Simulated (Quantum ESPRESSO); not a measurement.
**Short convergence ladders for CuAgO2 (Cm, 4 atoms in the cell)**

```xyz
4
Lattice="3.2956 -1.4197 0.0000 3.2956 1.4197 0.0000 -2.3809 0.0000 5.5560" Properties=species:S:1:pos:R:3 pbc="T T T"
Cu     2.1051     0.0000     2.8280
Ag     0.0000     0.0000     0.0000
O      5.0946     0.0000     1.5766
O     -0.8843     0.0000     3.9794
```

Base method: PBEsol, PSlibrary PAW (PBE) pseudopotentials (plane waves; Quantum ESPRESSO 7.5).

Base settings: ecutwfc = 55 Ry; ecutrho = 330 Ry; occupations = smearing; smearing = gauss; degauss = 0.0073499 Ry; input_dft = pbesol; K_POINTS = automatic 5 5 2 0 0 0; conv_thr = 1e-11 Ry.

The count of work is k-points × plane waves × bands × iterations; it is no time. 

**The plane-wave cutoff**

Moved along: ecutrho.

The second cell is the first with its lattice scaled by 0.98.

The mesh stays at the base's, so the ladder's end is converged at best in this setting alone.

Only quantities that move along the ladder and can be compared are tabulated.

```tsv
ecutwfc	free energy less the last step's (meV/atom)	energy of the compressed cell less the first (meV/atom)	pressure (GPa)	largest difference of a force vector from the last step's (eV/Å)	count of work / last
19 Ry	15995.13	-16.54	-597.34	1.984	0.052
25 Ry	3544.69	-31.36	-203.38	0.314	0.073
30 Ry	854.67	-13.42	-69.58	0.257	0.11
38 Ry	94.60	-15.19	-12.79	0.024	0.16
50 Ry	31.71	-16.60	-8.22	0.008	0.23
55 Ry	20.36	-16.70	-8.06	0.006	0.27
66 Ry	7.78	-16.77	-7.51	0.003	0.35
132 Ry	0.00	-16.87	-7.24	0.000	1.0
```

Coarsest ecutwfc that holds the pressure within 0.5 GPa: not settled: the last two steps still differ by 0.27 GPa, over half the tolerance, so the ladder does not show it.

Coarsest ecutwfc that holds the free energy within 5 meV/atom: not settled: the last two steps still differ by 7.8 meV/atom, over half the tolerance, so the ladder does not show it.

Coarsest ecutwfc that holds the forces within 0.02 eV/Å of the last step, with all finer ones: 50 Ry, at 0.23 of the last step's count of work; the step before is off by 0.024 eV/Å.

At the lowest cutoff the pressure lies 590 GPa under the last step's, the usual sign of Pulay stress in an incomplete plane-wave basis.

**The density cutoff**

The second cell is the first with its lattice scaled by 0.98.

The mesh stays at the base's, so the ladder's end is converged at best in this setting alone.

Only quantities that move along the ladder and can be compared are tabulated.

```csv
ecutrho,free energy less the last step's (meV/atom),energy of the compressed cell less the first (meV/atom),pressure (GPa),largest difference of a force vector from the last step's (eV/Å)
110 Ry,-16.69,-15.68,-6.79,0.034
165 Ry,-0.10,-16.72,-8.07,0.001
220 Ry,-0.05,-16.68,-8.05,0.000
330 Ry,0.02,-16.70,-8.06,0.000
550 Ry,-0.02,-16.70,-8.07,0.000
880 Ry,0.00,-16.70,-8.07,0.000
```

Coarsest ecutrho that holds the forces within 0.02 eV/Å of the last step, with all finer ones: 165 Ry; the step before is off by 0.034 eV/Å.

Coarsest ecutrho that holds the energy of the compressed cell less the first within 0.2 meV/atom of the last step, with all finer ones: 165 Ry; the step before is off by 1.0 meV/atom.

Coarsest ecutrho that holds the pressure within 0.5 GPa of the last step, with all finer ones: 165 Ry; the step before is off by 1.3 GPa.

On the base run: the starting cell comes from a database of computed structures (which also holds hypothetical and non-ambient phases and stackings), without a prior relaxation at this level. Its lattice was rescaled by up to half a per cent. One atom was moved a little off its site on purpose. Spin polarisation is off, so a magnetic state, if there is one, cannot be reached. In the base run, with a pressure of about -8 GPa the cell is away from its equilibrium volume at this level. In the base run, forces exceed 1 eV/Å. The run gives no clean gap (levels at the Fermi energy touch, overlap or are partly filled at this smearing), which alone does not show that the compound is a metal. Without a gap this mesh is coarse (it stands for a supercell whose shortest vector is 12 Å).
